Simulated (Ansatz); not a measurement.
Layers are cut from database crystals; whether they can be made is not shown.

System: single layer of PbO (symmetry P4/nmm as a slab, 4 atoms a cell), relaxed.

Data:

```yaml
crystal:
  lattice:
    - [4.04868, 0.00000, 0.00000]
    - [0.00000, 4.04868, 0.00000]
    - [0.00000, 0.00000, 22.38000]
  atoms:
    - { symbol: Pb, position: [0.00000, 0.00000, 0.55339] }
    - { symbol: Pb, position: [0.50000, 0.50000, 0.44661] }
    - { symbol: O, position: [0.50000, 0.00000, 0.50000] }
    - { symbol: O, position: [0.00000, 0.50000, 0.50000] }
```

An s-wave tip is assumed.

Mesh 14×14×1, no spin-orbit coupling, no spin polarisation; biases count from the run's Fermi level.

**Question.** Give the constant-current image of the upper face at a sample bias of -2.3 V from a Fermi level inside the gap (filled states down to 1.0 eV under the valence edge) over one cell, by PBE, Tersoff-Hamann images run with Ansatz (a quantum-chemistry and plane-wave program). The set point is the mean density 3.5 Å over the top atom.

**Answer.** Corrugation 0.94 Å, highest over Pb1 and the sites alike, lowest over Pb2 and the sites alike. Tip height over the top atom in Å, x and y in fractions of the first two vectors:

```
y \ x   0.000  0.111  0.167  0.278  0.333  0.444  0.500  0.611  0.667  0.778  0.833  0.944
------  -----  -----  -----  -----  -----  -----  -----  -----  -----  -----  -----  -----
0.944    3.78   3.75   3.72   3.61   3.54   3.41   3.39   3.46   3.54   3.67   3.72   3.77
0.889    3.76   3.73   3.69   3.58   3.51   3.38   3.36   3.44   3.51   3.64   3.69   3.75
0.778    3.67   3.64   3.61   3.49   3.41   3.27   3.25   3.33   3.41   3.55   3.61   3.67
0.722    3.61   3.58   3.54   3.42   3.34   3.19   3.17   3.26   3.34   3.49   3.54   3.61
0.667    3.54   3.51   3.47   3.34   3.26   3.10   3.07   3.17   3.26   3.41   3.47   3.54
0.556    3.42   3.38   3.34   3.19   3.10   2.92   2.88   3.00   3.10   3.27   3.34   3.41
0.500    3.40   3.36   3.31   3.17   3.07   2.88   2.85   2.97   3.07   3.25   3.31   3.39
0.444    3.42   3.38   3.34   3.19   3.10   2.92   2.88   3.00   3.10   3.27   3.34   3.41
0.389    3.47   3.44   3.40   3.26   3.17   3.00   2.97   3.08   3.17   3.33   3.40   3.46
0.278    3.61   3.58   3.54   3.42   3.34   3.19   3.17   3.26   3.34   3.49   3.54   3.61
0.222    3.67   3.64   3.61   3.49   3.41   3.27   3.25   3.33   3.41   3.55   3.61   3.67
0.167    3.72   3.69   3.66   3.54   3.47   3.34   3.31   3.40   3.47   3.61   3.66   3.72
0.0556   3.78   3.75   3.72   3.61   3.54   3.41   3.39   3.46   3.54   3.67   3.72   3.77
0.000    3.79   3.76   3.72   3.61   3.54   3.42   3.40   3.47   3.54   3.67   3.72   3.78
```
